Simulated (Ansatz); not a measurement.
BAs in the zinc blende structure (space group F-43m, No. 216)

BAs has the cubic space group F-43m (No. 216), the zinc blende structure, Pearson symbol cF8. Lattice parameters: a = 4.8094 Å, b = 4.8094 Å, c = 4.8094 Å, α = 90.00°, β = 90.00°, γ = 90.00°. As on 4c sees 4 B at 2.083 Å (tetrahedral). B on 4a is coordinated by 4 As at 2.083 Å (tetrahedral). (Neighbours: up to the widest gap in distance over summed covalent radii, below 1.35, at either atom.)
(The calculation used a cell of 2 atoms; values per cell refer to that cell.)

Computed with Ansatz (a quantum-chemistry and plane-wave program), PBE, PAW, cutoff 420 eV, scalar-relativistic without spin-orbit coupling, earlier PAW set. k-mesh 12×12×12 (Γ-centred); smearing 0.05 eV (Fermi–Dirac).

* **Volume per atom**: 13.91 Å³
* **Density**: 5.12 g/cm³
* **Band gap**: 1.21 eV, indirect, Γ → Γ–X (82 % along)
* **Electron mass**: 1.1 mₑ along k, 0.22 mₑ across
* **Hole mass (degenerate bands, along [100])**: 0.21, 0.24, 0.24 mₑ
* **Lowest conduction-band minima above the VBM**: a point along ⟨100⟩, about 1.1 Å⁻¹ from Γ 1.21 eV; L along ⟨111⟩ 2.57 eV
* **Total energy**: -2506.056 eV/atom (σ→0; compares only within this code and set-up)

Effective masses come from finite differences of ±0.01 Å⁻¹. Along k means along the line from Γ to the band edge. No phonon test of stability was made.
